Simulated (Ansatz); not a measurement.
We consider CsGeBr₃ (Pm-3m, No. 221, 5 atoms in the cell; start mp-570223; high-temperature phase), described by PBEsol in Ansatz (PAW).

Numerical settings: plane-wave cutoff 520 eV, 6×6×6 k mesh, Fermi–Dirac smearing 0.01 eV, scalar-relativistic PAW data made under PBE.

Cell (relaxed at this level):

```yaml
crystal:
  lattice:
    - [5.47380, 0.00000, 0.00000]
    - [0.00000, 5.47380, 0.00000]
    - [0.00000, 0.00000, 5.47380]
  atoms:
    - { symbol: Cs, position: [0.00000, 0.00000, 0.00000] }
    - { symbol: Ge, position: [0.50000, 0.50000, 0.50000] }
    - { symbol: Br, position: [0.50000, 0.50000, 0.00000] }
    - { symbol: Br, position: [0.00000, 0.50000, 0.50000] }
    - { symbol: Br, position: [0.50000, 0.00000, 0.50000] }
```

Q: Give the computed band gap and Γ–Γ gap.

A: 
- band gap = 0.34 eV
- Γ–Γ gap = 5.31 eV

Note: held by symmetry at 0 K, a high-temperature phase can be a saddle point.

Spin–orbit coupling is not included.

Static lattice: no zero-point or thermal effects.

It cost roughly 9 core-seconds of CPU time.

A start named mp-… is a Materials Project structure, which need not be a measured phase.

Ansatz is a program for electronic structure.
